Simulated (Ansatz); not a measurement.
Results of r²SCAN+rVV10 (PAW; Ansatz, an electronic-structure program) for cubic perovskite KZnF₃.

Numerical settings: plane-wave cutoff 500 eV, 8×8×8 k mesh, gaussian smearing 0.02 eV, scalar-relativistic PAW data made under PBE.

Cell (relaxed at this level):

```
CELL_PARAMETERS angstrom
      4.02751     0.00000     0.00000
      0.00000     4.02751     0.00000
      0.00000     0.00000     4.02751
ATOMIC_POSITIONS crystal
  K  0.00000 0.00000 0.00000
  Zn 0.50000 0.50000 0.50000
  F  0.50000 0.00000 0.50000
  F  0.00000 0.50000 0.50000
  F  0.50000 0.50000 0.00000
```

Task: Predict the band gap.

Result: 
- band gap = 4.62 eV (on the SCF k mesh)

Computed values are for the static lattice.
